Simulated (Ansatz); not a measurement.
Habitual settings against a tight run: SrMg2 (Fd-3m, 6 atoms in the cell)

Self-consistent single point.

```
CELL_PARAMETERS angstrom
      0.00000     4.62565     4.62565
      4.62565     0.00000     4.62565
      4.62565     4.62565     0.00000
ATOMIC_POSITIONS crystal
  Sr 0.50000 0.50000 0.50000
  Sr 0.75000 0.75000 0.75000
  Mg 0.12500 0.12500 0.62500
  Mg 0.12500 0.62500 0.12500
  Mg 0.12500 0.12500 0.12500
  Mg 0.62500 0.12500 0.12500
```

Method of the run: LDA (PW92), PAW files made with PBE (plane waves; Ansatz, an electronic-structure program).

Base settings: basis.ecutwfc = 30.9 Ry; kpoints.mp_grid.grid = 6 6 6; hamiltonian.xc = lda; hamiltonian.pseudopotentials = {kind: paw} (the program's default PAW files); scf.occupations.method = fermi_dirac; scf.occupations.width = 0.0037 Ry.

Tight run (finer mesh or higher cutoff; not a proven limit): basis.ecutwfc: 30.9 Ry → 43.4 Ry; kpoints.mp_grid.grid: 6 6 6 → 9 9 9; scf.convergence.dr2_threshold: default (1e-07 eV) → 1e-09 eV. It gave Fermi level (on the code's own zero) 5.04 eV; pressure -2.82 GPa.

Quick runs, as changes from the base:
- A: the base itself
- B: basis.ecutwfc: 30.9 Ry → 15.4 Ry; kpoints.mp_grid.grid: 6 6 6 → 4 4 4; hamiltonian.xc: lda → pbesol [PBEsol]
- C: basis.ecutwfc: 30.9 Ry → 15.4 Ry; kpoints.mp_grid.grid: 6 6 6 → 2 2 2; scf.occupations.width: 0.0037 Ry → 0.02 Ry

Energies are extrapolated to zero smearing width, which holds to low order in the width alone.

Dashes: energy of B, another energy zero.

† marks runs with another functional, U, potentials or spin treatment: their distance from the tight run is not a convergence error alone.

The count of work is k-points × plane waves × bands × iterations; it is no time. 

Pressures in the table are Ansatz's without its Pulay estimate, at a fixed set of plane waves; the tight run's value above holds the estimate.

The starting cell comes from a database of computed structures (which also holds hypothetical and non-ambient phases and stackings), without a prior relaxation at this level. Its lattice was rescaled by a random factor within 2.5 % of one.

```tsv
run	energy less tight (meV/atom)	pressure less tight (GPa)	count of work / tight
A	1.1	-0.03	0.24
B†	–	-28.09	0.038
C	965.8	-28.23	0.016
```

Among the runs at the tight run's level, the energy misses run from 1.1 to 965.8 meV/atom.

Left out of this page: 2 runs of the series unsound by tests on forces, stress, charge or solver warnings; 1 run of the series with a known weakness of the program.

Keys are those of Ansatz 0.2.
